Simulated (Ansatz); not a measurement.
Cells marked so need not be the phases stable at ambient conditions, and some may be hypothetical.

 Where the default PAW files enter, the runs use the earlier of Ansatz's two default sets.

The gap is the functional's own. No spin-orbit coupling. Mid-gap values are interpolated on the energy grid.

A. Na₂Te (Fm-3m, anti-fluorite, not sure to be the ambient phase, 3 atoms a cell, 32.0 Å³ an atom), along the normal of (111)
B. Tl$_{2}$SiF$_{6}$ (Fm-3m, not sure to be the ambient phase, 9 atoms a cell, 18.5 Å³ an atom, -3 GPa at this level), along the normal of (111)
C. CsAu (Pm-3m, CsCl type, not sure to be the ambient phase, 2 atoms a cell, 39.3 Å³ an atom), along the normal of (001)
D. Na2S (Fm-3m, anti-fluorite, not sure to be the ambient phase, 3 atoms a cell, 22.9 Å³ an atom), along the normal of (111)

**Question.** Put the candidates in order of mid-gap decay constant of the slowest evanescent state, lowest first, for r2SCAN run with Ansatz (a program for electronic structure).

**Answer.** C (0.14 1/Å), A (0.20 1/Å), D (0.26 1/Å), B (0.47 1/Å)
